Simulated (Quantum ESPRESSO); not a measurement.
A self-consistent single point of SrIn3 (Pm-3m, 4 atoms in the cell) with Quantum ESPRESSO.

Computed with BLYP, PseudoDojo stringent norm-conserving (PBE) pseudopotentials (plane waves; Quantum ESPRESSO).

```
CELL_PARAMETERS angstrom
      4.87007     0.00000     0.00000
      0.00000     4.87007     0.00000
      0.00000     0.00000     4.87007
ATOMIC_POSITIONS crystal
  Sr 0.00000 0.00000 0.00000
  In 0.00000 0.50000 0.50000
  In 0.50000 0.00000 0.50000
  In 0.50000 0.50000 0.00000
```

Reference input (self-consistent single point, DFT, PBEsol, plane waves, PseudoDojo standard norm-conserving (PBESOL) pseudopotentials): ecutwfc = 70 Ry; occupations = smearing; smearing = fermi-dirac; degauss = 0.0099958 Ry; potentials = {Sr: Sr.upf, In: In.upf}; K_POINTS = automatic 7 7 7 0 0 0; conv_thr = 1e-11 Ry; mixing_beta = 0.5. This run's input differs from it in these lines:

```diff
@@ -14,3 +14,3 @@
     ntyp = 2
-    ecutwfc = 70
+    ecutwfc = 85
     occupations = 'smearing'
@@ -18,2 +18,3 @@
     degauss = 0.0099958
+    input_dft = 'blyp'
 /
```

Its files differ too (potentials: PseudoDojo stringent norm-conserving (PBE)).

The program printed (abridged):

```
     Self-consistent Calculation

     iteration #  1     ecut=    85.00 Ry     beta= 0.50

---- Real-time Memory Report at c_bands before calling an iterative solver
           234 MiB given to the printing process from OS
           201 MiB allocation reported by mallinfo(arena+hblkhd)
------------------

     Threshold (ethr) on eigenvalues was too large:
     Diagonalizing with lowered threshold

---- Real-time Memory Report at c_bands before calling an iterative solver
           261 MiB given to the printing process from OS
           211 MiB allocation reported by mallinfo(arena+hblkhd)
------------------

   [... lines left out ...]

---- Real-time Memory Report at c_bands before calling an iterative solver
           286 MiB given to the printing process from OS
           258 MiB allocation reported by mallinfo(arena+hblkhd)
------------------

     total energy              =   -1264.09525611 Ry
     estimated scf accuracy    <          1.2E-10 Ry

     iteration # 11     ecut=    85.00 Ry     beta= 0.50

---- Real-time Memory Report at c_bands before calling an iterative solver
           288 MiB given to the printing process from OS
           261 MiB allocation reported by mallinfo(arena+hblkhd)
------------------
     End of self-consistent calculation

     the Fermi energy is    11.5188 ev

!    total energy              =   -1264.09525611 Ry
     estimated scf accuracy    <          5.5E-13 Ry
     smearing contrib. (-TS)   =      -0.01098661 Ry
     internal energy E=F+TS    =   -1264.08426951 Ry

     convergence has been achieved in  11 iterations

     Forces acting on atoms (cartesian axes, Ry/au):

     atom    1 type  1   force =     0.00000000    0.00000000    0.00000000
   [... zero for the other atoms too ...]

     Total force =     0.000000     Total SCF correction =     0.000000

          total   stress  (Ry/bohr**3)                   (kbar)     P=       31.70
   0.00021547   0.00000000   0.00000000           31.70        0.00        0.00
   0.00000000   0.00021547   0.00000000            0.00       31.70        0.00
   0.00000000   0.00000000   0.00021547            0.00        0.00       31.70

   JOB DONE.
```

The run converged in 11 iterations. Against the reference run the pressure goes from -2.11 to 3.17 GPa.

The starting cell comes from a database of computed structures (which also holds hypothetical and non-ambient phases and stackings), without a prior relaxation at this level. Its lattice was rescaled by a random factor within 2.5 % of one. With a pressure of about 3 GPa the cell is away from its equilibrium volume at this level.

Cost on one core of a shared machine: roughly 3 min.
